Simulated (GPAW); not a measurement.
## Worked example: self-consistent single point of KTlSe2 (I4/mcm, 8 atoms in the cell) in GPAW

Method of the run: LDA (Perdew-Wang 92), GPAW PAW datasets LDA (gpaw-data 1.0.1) (plane waves; GPAW).

The input file:

```python
from ase import Atoms
from ase.units import GPa
from gpaw import GPAW

atoms = Atoms(['K', 'K', 'Tl', 'Tl', 'Se', 'Se', 'Se', 'Se'],
              cell=[[-4.067915, 4.067915, 3.566235],
                    [4.067915, -4.067915, 3.566235],
                    [4.067915, 4.067915, -3.566235]],
              positions=[[0.000000, 0.000000, 1.783117],
                         [-0.000000, 0.000000, 5.349353],
                         [-0.000000, 4.067915, 1.783117],
                         [4.067915, 0.000000, 1.783117],
                         [1.435160, 5.503075, 0.000000],
                         [2.632755, -1.435160, 3.566235],
                         [2.632755, 1.435160, 0.000000],
                         [1.435160, 2.632755, 3.566235]],
              pbc=True)

calc = GPAW(mode={'name': 'pw', 'ecut': 600},
            xc='LDA',
            kpts=(3, 3, 3),
            occupations={'name': 'fermi-dirac', 'width': 0.0},
            nbands=-6,
            convergence={'bands': -4},
            symmetry={'symmorphic': False, 'tolerance': 0.0005},
            maxiter=100)

atoms.calc = calc

energy = atoms.get_potential_energy()
print('Energy (eV):', round(energy, 6))
forces = atoms.get_forces()
print('Forces (eV/Ang):')
print(forces.round(5))
stress = atoms.get_stress()
print('Stress (GPa, Voigt):', (stress / GPa).round(4))
```

Output, abridged:

```
Input parameters:
  convergence: {bands: -4}
  kpts: [3 3 3]
  maxiter: 100
  mode: {ecut: 600,
         name: pw}
  nbands: -6
  occupations: {name: fermi-dirac,
                width: 0.0}
  symmetry: {symmorphic: False,
             tolerance: 0.0005}

species:
  K:
    name: Potassium
    Z: 19.0
    valence: 9
    core: 10
    charge: 0.0
    file: K.LDA.gz

    # Using partial waves for K as LCAO basis

  Tl:
    name: Thallium
    Z: 81.0
    valence: 13
    core: 68
    charge: 0.0
    file: Tl.LDA.gz

    # Using partial waves for Tl as LCAO basis

  Se:
    name: Selenium
    Z: 34.0
    valence: 6
    core: 28
    charge: 0.0
    file: Se.LDA.gz

    # Using partial waves for Se as LCAO basis

Reference energy: -1396245.709568  # eV

Spin-paired calculation

Convergence criteria:
 Maximum [total energy] change in last 3 cyles: 0.0005 eV / valence electron
 Maximum integral of absolute [dens]ity change: 0.0001 electrons / valence electron
 Maximum integral of absolute [eigenst]ate change: 4e-08 eV^2 / valence electron
 Maximum number of scf [iter]ations: 100

Symmetries present (total): 16
Symmetries with fractional translations: 8
27 k-points: 3 x 3 x 3 Monkhorst-Pack grid
6 k-points in the irreducible part of the Brillouin zone
       k-points in crystal coordinates                weights
   0:     0.00000000    0.00000000    0.00000000          1/27
   1:     0.33333333   -0.33333333    0.00000000          4/27
   2:     0.33333333   -0.33333333    0.33333333          4/27
   3:     0.33333333    0.00000000    0.00000000          8/27
   4:     0.33333333    0.33333333   -0.33333333          2/27
   5:     0.33333333    0.33333333    0.33333333          8/27

Wave functions: Plane wave expansion
  Cutoff energy: 600.000 eV
  Number of coefficients (min, max): 7871, 7891
  Pulay-stress correction: 0.000000 eV/Ang^3 (de/decut=0.000000)

Occupation numbers: # Zero width

Eigensolver

Densities:
  Coarse grid: 40*40*40 grid
  Fine grid: 80*80*80 grid
  Total Charge: 0.000000

Density mixing:
  Method: separate
  Backend: pulay
  Linear mixing parameter: 0.05
  old densities: 5
  Damping of long wavelength oscillations: 50

Hamiltonian:
  XC and Coulomb potentials evaluated on a 80*80*80 grid
  External potential:
    NoExternalPotential

Number of atoms: 8
Number of atomic orbitals: 44
Number of bands in calculation: 40
Number of valence electrons: 68
Bands to converge: 36

Density initialized from atomic densities
  40 bands from LCAO basis set

Atomic positions and initial magnetic moments

Positions:
   0 K      0.000000    0.000000    1.783117    ( 0.0000,  0.0000,  0.0000)
   1 K     -0.000000    0.000000    5.349353    ( 0.0000,  0.0000,  0.0000)
   2 Tl    -0.000000    4.067915    1.783117    ( 0.0000,  0.0000,  0.0000)
   3 Tl     4.067915    0.000000    1.783117    ( 0.0000,  0.0000,  0.0000)
   4 Se     1.435160    5.503075    0.000000    ( 0.0000,  0.0000,  0.0000)
   5 Se     2.632755   -1.435160    3.566235    ( 0.0000,  0.0000,  0.0000)
   6 Se     2.632755    1.435160    0.000000    ( 0.0000,  0.0000,  0.0000)
   7 Se     1.435160    2.632755    3.566235    ( 0.0000,  0.0000,  0.0000)

Unit cell:
           periodic     x           y           z      points  spacing
  1. axis:    yes   -4.067915    4.067915    3.566235    40     0.1341
  2. axis:    yes    4.067915   -4.067915    3.566235    40     0.1341
  3. axis:    yes    4.067915    4.067915   -3.566235    40     0.1438

  Lengths:   6.768596   6.768596   6.768596
  Angles:  106.117140 106.117140 116.410280

Effective grid spacing dv^(1/3) = 0.1545

     iter     time        total  log10-change:
                         energy   eigst   dens
iter:   1 --:--:--   -32.079634   -0.05
iter:   2 --:--:--   -31.891335   -1.53  -1.24
iter:   3 --:--:--   -31.121655   -1.41  -1.28
iter:   4 --:--:--   -31.193663   -1.67  -1.53
iter:   5 --:--:--   -31.045530   -2.28  -1.71
iter:   6 --:--:--   -31.050331   -3.26  -2.25
iter:   7 --:--:--   -31.040039c  -3.35  -2.34
iter:   8 --:--:--   -31.036432c  -3.60  -2.63
iter:   9 --:--:--   -31.036496c  -4.77  -2.98
iter:  10 --:--:--   -31.036298c  -5.11  -3.08
iter:  11 --:--:--   -31.036246c  -5.07  -3.37
iter:  12 --:--:--   -31.036251c  -6.22  -3.64
iter:  13 --:--:--   -31.036260c  -6.56  -3.61
iter:  14 --:--:--   -31.036244c  -6.81  -3.63
iter:  15 --:--:--   -31.036264c  -6.52  -3.75
iter:  16 --:--:--   -31.036242c  -6.48  -3.63
iter:  17 --:--:--   -31.036227c  -6.16  -3.76
iter:  18 --:--:--   -31.036227c  -6.79  -3.90
iter:  19 --:--:--   -31.036225c  -7.44c -3.89
iter:  20 --:--:--   -31.036224c  -7.74c -3.95
iter:  21 --:--:--   -31.036222c  -6.82  -3.99
iter:  22 --:--:--   -31.036222c  -7.80c -4.34c

Converged after 22 iterations.

Dipole moment: (-0.000000, 0.000000, -0.000008) |e|*Ang

Energy contributions relative to reference atoms: (reference = -1396245.709568)

Kinetic:        +23.835855
Potential:      -21.300608
External:        +0.000000
XC:             -32.220573
Entropy (-ST):   +0.000000
Local:           -1.350896
SIC:             +0.000000
--------------------------
Free energy:    -31.036222
Extrapolated:   -31.036222

Showing only first 2 kpts
 Kpt  Band  Eigenvalues  Occupancy
  0    32      3.33190    2.00000
  0    33      3.33190    2.00000
  0    34      4.38674    0.00000
  0    35      5.68700    0.00000

  1    32      2.75870    2.00000
  1    33      3.35598    2.00000
  1    34      5.08238    0.00000
  1    35      5.29546    0.00000

Fermi level: 3.87136

Gap: 1.031 eV
Transition (v -> c):
  (s=0, k=1, n=33, [0.33, -0.33, 0.00]) -> (s=0, k=0, n=34, [0.00, 0.00, 0.00])
Direct/indirect transitions are different
Direct gap: 1.055 eV
Transition at: (s=0, k=0, n=33, [0.00, 0.00, 0.00])
Energy (eV): -31.036222

Forces in eV/Ang:
  0 K     0.00000    0.00000   -0.00000
  1 K     0.00000    0.00000    0.00000
  2 Tl    0.00000    0.00000    0.00000
  3 Tl    0.00000    0.00000    0.00000
  4 Se   -0.13931   -0.13931    0.00000
  5 Se    0.13931    0.13931    0.00000
  6 Se    0.13931   -0.13931   -0.00000
  7 Se   -0.13931    0.13931    0.00000

Stress tensor:
     0.015385     0.000000    -0.000000
     0.000000     0.015385    -0.000000
    -0.000000    -0.000000     0.017954
Stress (GPa, Voigt): [ 2.4649  2.4649  2.8765 -0.     -0.      0.    ]
```

The run converged in 22 iterations. GPAW prints stress with tension positive.

The starting cell comes from a database of computed structures (which also holds hypothetical and non-ambient phases and stackings), without a prior relaxation at this level. Spin-orbit coupling is off.

Cost on one core of a shared machine: roughly 40 s.
